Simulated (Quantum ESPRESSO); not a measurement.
Quantum ESPRESSO is run on SrCd4Pt2 (P4_2/mnm, 14 atoms in the cell), and the run fails. The aim is a self-consistent single point with DFT, PBEsol, plane waves, GBRV 1.5 ultrasoft (PBESOL) pseudopotentials.

Cell that was meant: a = 8.2873 Å, b = 8.2873 Å, c = 4.4960 Å, α = 90.00°, β = 90.00°, γ = 90.00°.

Part of the input:

```fortran
   celldm(1) = 15.660765107,
   celldm(3) = 0.54251314056,
   nat = 14,
   ntyp = 2,
   ecutwfc = 40,
   ecutrho = 320,
   occupations = 'smearing',
```

The program printed (abridged):

```
     This program is part of the open-source Quantum ESPRESSO suite
     for quantum simulation of materials; please cite

Warning: card PT   195.0840  PT_PBESOL_V1.4.USPP.F.UPF ignored

 %%%%%%%%%%%%%%%%%%%%%%%%%%%%%%%%%%%%%%%%%%%%%%%%%%%%%%%%%%%%%%%%%%%%%%%%%%%%%%
     Error in routine read_cards (11):
     species Pt in ATOMIC_POSITIONS is nonexistent
 %%%%%%%%%%%%%%%%%%%%%%%%%%%%%%%%%%%%%%%%%%%%%%%%%%%%%%%%%%%%%%%%%%%%%%%%%%%%%%

     stopping ...
```

From the messages shown, name the fault and mend the input.

The fault is a species count that does not match the list of species. The number of species decides how many lines of the species card are read. To fix it, make the count match the list. The program stopped before any SCF iteration.

An input that runs soundly differs in these lines (not the only fix; some lines may just follow from the change or write a value another way):
```diff
-   ntyp = 2,
+   ntyp = 3,
```

With that input, the run converged in 15 iterations: free energy E − TS -25832.6506 eV; Fermi level (on the code's own zero) 12.20 eV; pressure -2.90 GPa; largest force (vector length) 0.066 eV/Å (DFT, PBEsol, plane waves, GBRV 1.5 ultrasoft (PBESOL) pseudopotentials).

On the sound input: the starting cell comes from a database of computed structures (which also holds hypothetical and non-ambient phases and stackings), without a prior relaxation at this level. Spin polarisation is off.
